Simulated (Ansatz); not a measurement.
**Response to strain in SiC**

The reference is SiC (space group P6_3mc, No. 186; a = 3.078 Å, c = 10.076 Å). Axes: x lies along a and z along c of the hexagonal cell.

Strains are applied to the cell and any free atomic positions relax.

Computed with PBEsol, PAW, 420 eV (Ansatz, an electronic-structure program; spin-orbit coupling left out).

Candidates:
(a) uniaxial strain ε_xx = −1.50 %
(b) uniaxial strain ε_xx = −2.25 %
(c) uniaxial strain ε_xx = −0.75 %

Before the change:

Band gap: 2.12 eV

**Question.** Order them by band gap, highest first.

**Answer.** (c) uniaxial strain ε_xx = −0.75 % (2.05 eV), (a) uniaxial strain ε_xx = −1.50 % (1.97 eV), (b) uniaxial strain ε_xx = −2.25 % (1.89 eV)

Whether these cells are dynamically stable was not tested.
